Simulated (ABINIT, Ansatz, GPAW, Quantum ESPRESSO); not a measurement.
**Code comparison for NaLu₃ (Fm-3m, 4 atoms in the cell)**

Self-consistent single point.

```
CELL_PARAMETERS angstrom
      0.00000     3.88444     3.88444
      3.88444     0.00000     3.88444
      3.88444     3.88444     0.00000
ATOMIC_POSITIONS crystal
  Na 0.00000 0.00000 0.00000
  Lu 0.25000 0.25000 0.25000
  Lu 0.75000 0.75000 0.75000
  Lu 0.50000 0.50000 0.50000
```

Shared settings, as Ansatz (a first-principles code) writes them: kpoints.mp_grid.grid = 2 2 2; scf.occupations.method = gaussian; scf.occupations.width = 0.1 eV. Potentials and cutoffs stand in the table.

```tsv
code	model	pressure (GPa)	cutoff
ABINIT	LDA (PW92), PAW (JTH v2.0 LDA PAW)	-4.46	816 eV
Quantum ESPRESSO	LDA (PZ), PSlibrary PAW (LDA) pseudopotentials	-4.11	75 Ry
GPAW	LDA (Perdew-Wang 92), GPAW PAW datasets LDA (gpaw-data 1.0.1)	-4.04	850 eV
Ansatz	LDA (PW92), PAW files made with PBE	-4.18	420 eV
```

On Ansatz's run: spin-orbit coupling is off.

The spread over the programs that give each value: pressure within 0.42 GPa.

Ansatz's pressure is given at a fixed set of plane waves, as the other plane-wave codes print theirs; with its correction for the finite basis it is -4.14 GPa. The same LDA comes in different parametrisations, which differ slightly.

On the base mesh (8 8 8) the same programs gave: Ansatz pressure -3.85 GPa; Quantum ESPRESSO pressure -3.86 GPa; ABINIT pressure -4.06 GPa; GPAW pressure -3.72 GPa.

The values differ from the base mesh's, so the mesh still matters here: the table compares the programs at equal settings.

The starting cell comes from a database of computed structures (which also holds hypothetical and non-ambient phases and stackings), without a prior relaxation at this level.

Left out of this page: Elk (not drawn, or without a comparable value).

Keys are those of Ansatz 0.2.
